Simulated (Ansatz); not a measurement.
A 32-atom cell of (Si,Sn) started in the diamond structure, site fractions Si 0.625, Sn 0.375, short-range order 0.00 among the nearest mixed sites (0 is random, a negative value favours unlike neighbours), space group P1 at the end. The mixed sublattice has 32 sites.

The mixing enthalpy is taken against the end members in the diamond type, relaxed in the same cell and mesh.

All values below come from PBE (plane waves to 420 eV, PAW; Ansatz, a program for electronic structure). No spin–orbit coupling. Its k-point mesh 3×3×3, Fermi–Dirac width 0.01 eV.

```csv
cell,energy at zero smearing (eV)
Si,-20345.921
Sn,-192774.776
Sn3Si5,-85002.680
```

Problem. Work out the mixing enthalpy per mixed site and the interaction parameter Ω of a regular solution.

Solution. With x = 12/32 of the second end member, ΔH = [-85002.680 − 20/32 × (-20345.921) − 12/32 × (-192774.776)] / 32 = 126.9 meV against the separate end members. Ω = ΔH / x(1 − x) = 541 meV, which puts the top of the miscibility gap of this model at Ω / 2k = 3140 K.
